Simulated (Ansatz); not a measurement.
The parent structure is OsO₂ in the CdI2 type structure (space group P-3m1, No. 164; a hypothetical phase, not in the database extracts checked; layered, stacked along the Cartesian z axis; relaxed with 0.1 eV smearing).

```xyz
3
Lattice="2.7688 0.0000 0.0000 -1.3844 2.3978 0.0000 0.0000 0.0000 5.1007" Properties=species:S:1:pos:R:3 pbc="T T T"
Os     0.0000     0.0000     0.0000
O      0.0000     1.5986     1.2903
O      1.3844     0.7993     3.8104
```

Cartesian axes are those of the cell as printed.

Calculations: PBE-D3(BJ) (Ansatz, a quantum-chemistry and plane-wave program, PAW, scalar-relativistic without spin-orbit coupling).

One thing is altered: the cell is stretched by 1.48 % along x with no lateral relaxation; the atoms relax in the strained cell.

**Question.** Predict the stress tensor and what it implies for the stiffness.

**Answer.** Stress of the strained cell less that of the base (GPa, compression positive):
```
   -3.2     0.0     0.0
    0.0    -1.1     0.1
    0.0     0.1    -0.4
```

Then −Δσ_ii/ε with ε = 0.0148 gives secant stiffness values (nonlinear terms included at this strain): C11 ≈ 214 GPa, C12 ≈ 76 GPa and C13 ≈ 24 GPa.

Whether these cells are dynamically stable was not tested. No Hubbard U is applied, and correlation can decide whether such a compound is a metal. All final runs are without spin polarisation.
